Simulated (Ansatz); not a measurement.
## Response to strain in Mo

The reference is Mo in the bcc (W type) structure (space group Im-3m, No. 229; relaxed with 0.1 eV smearing).

```
CELL_PARAMETERS angstrom
     -1.56504     1.56504     1.56504
      1.56504    -1.56504     1.56504
      1.56504     1.56504    -1.56504
ATOMIC_POSITIONS crystal
  Mo 0.00000 0.00000 0.00000
```

Cartesian axes are those of the cell as printed.

Strains are applied to the cell and any free atomic positions relax; under biaxial strain the out-of-plane vector relaxes too; under stress the whole cell relaxes.

Levels (all Ansatz, a program for electronic structure, PAW, earlier PAW set): PBEsol (420 eV, scalar-relativistic without spin-orbit coupling); r2SCAN (500 eV, no SOC); PBEsol+SOC (420 eV, with spin-orbit coupling).

Pressures by level, all at the geometries relaxed with PBEsol:

| case | PBEsol | r2SCAN | PBEsol+SOC |
|---|---|---|---|
| base | 0.0 GPa | 5.7 GPa | 0.1 GPa |
| biaxial strain +0.35 %, plane normal [001], relaxed out of plane | -1.3 GPa | 4.4 GPa | -1.2 GPa |
| biaxial strain +1.04 %, plane normal [001], relaxed out of plane | -3.6 GPa | ___ | -3.5 GPa |
| isotropic strain +1.10 % | -8.6 GPa | ___ | -8.5 GPa |
| uniaxial stress, 3 GPa tension along z | -1.0 GPa | 4.7 GPa | -0.9 GPa |
| strain tensor (xx, yy, zz, yz, xz, xy) = (+0.32, −2.46, +0.94, +0.72, +1.12, −0.37) % | 3.8 GPa | 9.8 GPa | 3.9 GPa |

Task: Some entries are withheld; estimate them.

Result: 
- biaxial strain +1.04 %, plane normal [001], relaxed out of plane, r2SCAN: 1.9 GPa
- isotropic strain +1.10 %, r2SCAN: -3.3 GPa

Single points use the geometry relaxed with PBEsol. Their cutoffs differ, which shifts pressures a little. Differences between runs with and without spin-orbit coupling are approximate. Stability under load was not tested beyond the relaxation. The runs without spin-orbit coupling are not spin-polarised.
